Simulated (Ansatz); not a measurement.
Amorphous Hf₁₀Si₁₀O₃₁N₆, 57 atoms at 5.26 g/cm³, one PBE-relaxed geometry, zone centre. Methods: PBE, scalar-relativistic without spin-orbit coupling (Ansatz, a program for electronic structure); r2SCAN, scalar-relativistic without spin-orbit coupling (Ansatz); HSE06, scalar-relativistic without spin-orbit coupling (Ansatz). Plane waves to 420 eV (r2SCAN 500 eV); exact exchange is cut at the cell's faces. All rungs ran without spin polarisation.

Preparation: random packing, a CHGNet melt and quench, and a DFT relaxation. O and N atoms were pushed apart under 1.9 Å during the dynamics, to hinder bonds among them. The hot cell started wider than the set density and was brought back towards it in steps. It is the lowest in DFT energy of 2 quenches. It is a model cell: composition and starting density were chosen by hand, and all elements were melted together. No dispersion term was used. Its density started from a set value of 5.52 and ended at 5.26 g/cm³. The simulated quench (nominally 600 K/ps over its main leg) is rapid and tends to freeze in more defects than a deposited or slowly cooled glass has. One small periodic cell is one sample of the glass; other quenches scatter about these values. Volume and shape were free in the relaxation.

The relaxation ran on the zone centre alone. At PBE the gap is 3.53 eV on a 2×2×2 Γ-centred mesh, and the spacing at the zone centre alone 3.53 eV.

What zone-centre spacing does r2SCAN give, roughly?

3.95 eV (+0.42 eV against PBE).

What zone-centre spacing does HSE06 give, roughly?

4.86 eV (+1.33 eV against PBE).

The highest filled and the lowest empty state spread over these numbers of atoms (participation numbers): PBE: 6.5 and 30.3; r2SCAN: 6.4 and 28.7; HSE06: 6.3 and 32.7.
